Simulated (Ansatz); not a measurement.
Worked example: self-consistent single point of TiGe₂ (C2, 6 atoms in the cell) in Ansatz (a quantum-chemistry and plane-wave program).

Method of the run: LDA (PW92), default PAW files made with PBE (plane waves; Ansatz).

```xyz
6
Lattice="0.0000 4.3219 4.3927 2.5198 0.0000 4.3927 2.5198 4.3219 0.0000" Properties=species:S:1:pos:R:3 pbc="T T T"
Ti     3.7797     6.4829     6.6391
Ti     2.5198     4.3219     4.3927
Ge     1.2599     0.7142     2.1964
Ge     1.2599     3.6077     2.1964
Ge     2.5198     1.4467     4.3927
Ge     2.5198     7.1971     4.3927
```

Reference input (self-consistent single point, DFT, LDA (PW92), plane waves, default PAW files made with PBE): basis.ecutwfc = 30.9 Ry; kpoints.mp_grid.grid = 5 5 5; hamiltonian.xc = lda; hamiltonian.pseudopotentials = {kind: paw} (the program's default PAW files); scf.occupations.method = gaussian; scf.occupations.width = 0.0073 Ry. This run's input differs from it in these lines:

Ansatz 0.2 input:
```diff
@@ -16,3 +16,3 @@
 kpoints:
-  mp_grid: { grid: [5, 5, 5] }
+  mp_grid: { grid: [8, 8, 8] }
 hamiltonian:
@@ -21,3 +21,3 @@
 scf:
-  occupations: { method: gaussian, width: 0.0073 Ry }
+  occupations: { method: fermi_dirac, width: 0.0007 Ry }
 output:
```

Output, abridged:

```
SCF iter   1: F=—  HF=-21766.553050 eV  |F-HF|=—  |Δ(HF+E_count)|=         —  Δρ=5.64e-3  dr2=1.26e-2  ethr=1.77e-3  ⟨swp⟩=6.1  Hψ=28828  notcnv=0
all-band conjugate gradients solve this SCF's bands
preconditioner: auto → Kerker (q_TF=auto, 2.648 Å⁻¹)
SCF iter   2: F=—  HF=-21766.549664 eV  |F-HF|=—  |Δ(HF+E_count)|=   3.39e-3  Δρ=3.05e-3  dr2=5.24e-3  ethr=1.58e-5  ⟨swp⟩=2.1  Hψ=14134  notcnv=0  defer=276
   [... lines left out ...]
SCF iter   4: F=—  HF=-21766.548584 eV  |F-HF|=—  |Δ(HF+E_count)|=   3.05e-4  Δρ=2.16e-4  dr2=5.11e-5  ethr=1.22e-6  ⟨swp⟩=2.0  Hψ=11661  notcnv=0  defer=276
SCF iter   5: F=—  HF=-21766.548570 eV  |F-HF|=—  |Δ(HF+E_count)|=   1.39e-5  Δρ=5.28e-5  dr2=2.47e-6  ethr=6.39e-8  ⟨swp⟩=2.0  Hψ=11725  notcnv=0  defer=276
SCF iter   6: F=—  HF=-21766.548570 eV  |F-HF|=—  |Δ(HF+E_count)|=   6.33e-8  Δρ=1.40e-5  dr2=2.08e-7  ethr=3.09e-9  ⟨swp⟩=2.0  Hψ=11727  notcnv=0  defer=276
SCF iter   7: F=-21766.548570 eV  HF=-21766.548570 eV  |F-HF|=6.59e-9  |Δ(HF+E_count)|=   4.87e-8  Δρ=2.45e-6  dr2=9.43e-9  ethr=1.25e-10  ⟨swp⟩=7.7  Hψ=24569  notcnv=0
SCF 1 converged in 7 iterations: F = -21766.548570 eV  dr2 = 9.43e-9
Free energy (F): -21766.548570 eV
Internal energy: -21766.547989 eV  (E = F + TS)
E sigma→0 (E₀):  -21766.548279 eV
Entropy (-TS):   -0.000581 eV (-0.097 meV/atom)
Fermi energy:    13.468379 eV
--- Forces (eV/Å), atoms counted from 1 ---
  atom   1  Ti    -0.00000000     0.00000000    -0.51184912
  atom   2  Ti     0.00000000     0.00000000     0.05352512
  atom   3  Ge    -0.00633617    -0.08036792     0.01516040
  atom   4  Ge     0.00633617     0.08036792     0.01516040
  atom   5  Ge    -0.12223578     0.07389148     0.21400110
  atom   6  Ge     0.12223578    -0.07389148     0.21400110
--- Stress (GPa, compression-positive) ---
       -6.705954       0.404928      -0.000000
        0.404928      -6.394167       0.000000
       -0.000000       0.000000      -6.542188
  P = ⅓ Tr σ = -6.5474 GPa (-65.474 kbar)
  The stress holds the Pulay correction. Without it, at fixed plane waves, as pw.x and ABINIT print it: P = -6.5905 GPa
```

The run converged in 7 iterations. Against the reference run the free energy drops by 9.4 meV/atom, the pressure goes from -6.44 to -6.55 GPa and the largest force goes from 0.488 to 0.512 eV/Å.

The starting cell comes from a database of computed structures (which also holds hypothetical and non-ambient phases and stackings), without a prior relaxation at this level. Its lattice was rescaled by up to half a per cent. One atom was moved a little off its site on purpose. Spin polarisation is off. With a pressure of about -7 GPa the cell is away from its equilibrium volume at this level. Ansatz's pressure includes its estimate of the finite-basis (Pulay) stress.

Cost on one core of a shared machine: roughly 60 s.
